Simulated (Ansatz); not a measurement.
The reference is Rh in the fcc (Cu type) structure (space group Fm-3m, No. 225; relaxed with 0.1 eV smearing).

```yaml
crystal:
  lattice:
    - [0.00000, 1.90077, 1.90077]
    - [1.90077, 0.00000, 1.90077]
    - [1.90077, 1.90077, 0.00000]
  atoms:
    - { symbol: Rh, position: [0.00000, 0.00000, 0.00000] }
```

Cartesian axes are those of the cell as printed.

Level of theory: r2SCAN (Ansatz, a first-principles code, PAW, scalar-relativistic without spin-orbit coupling).

One thing is altered: tensor shear ε_xy = +1.71 % (engineering shear γ = 0.0342), atoms relaxed at fixed cell.

Task: Predict the stress tensor and what it implies for the stiffness.

Result: Stress of the strained cell less that of the base (GPa, compression positive):
```
    0.6    -6.7     0.0
   -6.7     0.6     0.0
    0.0     0.0     0.0
```

Then −Δσ/γ with γ = 2ε = 0.0342 gives secant stiffness values (nonlinear terms included at this strain): C66 ≈ 195 GPa.

As a check, the harmonic strain energy −½ V₀ Δσ:ε is 9.8 meV/atom; the computed energy rise is 9.8 meV/atom.

Stability against distortions was not tested. All final runs are without spin polarisation.
